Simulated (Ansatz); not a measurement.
# Pd: pressure series

Start from Pd in the fcc (Cu type) structure (space group Fm-3m, No. 225; a = 3.943 Å).

Cell and atoms are relaxed at each pressure.

All numbers come from Kohn–Sham DFT with the PBE functional, run in Ansatz (an electronic-structure program) with PAW and 420 eV plane waves, spin-orbit coupling left out.

```json
[
 {"pressure (GPa)": "-2", "volume per atom (Å³/atom)": "15.515"},
 {"pressure (GPa)": "0", "volume per atom (Å³/atom)": "15.323"},
 {"pressure (GPa)": "3", "volume per atom (Å³/atom)": "15.063"},
 {"pressure (GPa)": "7", "volume per atom (Å³/atom)": "14.757"},
 {"pressure (GPa)": "15", "volume per atom (Å³/atom)": "14.243"},
 {"pressure (GPa)": "30", "volume per atom (Å³/atom)": "13.504"},
 {"pressure (GPa)": "50", "volume per atom (Å³/atom)": "12.780"},
 {"pressure (GPa)": "75", "volume per atom (Å³/atom)": "?"},
 {"pressure (GPa)": "100", "volume per atom (Å³/atom)": "11.586"}
]
```

Task: Fit the third-order Birch–Murnaghan form P(V) = (3B₀/2)[(V₀/V)^(7/3) − (V₀/V)^(5/3)]·[1 + (3/4)(B₀′ − 4)((V₀/V)^(2/3) − 1)] (squares taken in P) to the rows shown and predict the withheld row.

Result: Least squares on the printed values gives V₀ = 15.322 Å³/atom, B₀ = 170 GPa, B₀′ = 5.3; this predicts 12.105 Å³/atom, and the run gives 12.107 Å³/atom, 0.002 higher.

Load acts through the strain it causes; cell and atoms are relaxed under it. No phonon test of stability was made. Competing high-pressure phases were not computed. The final runs are not spin-polarised.
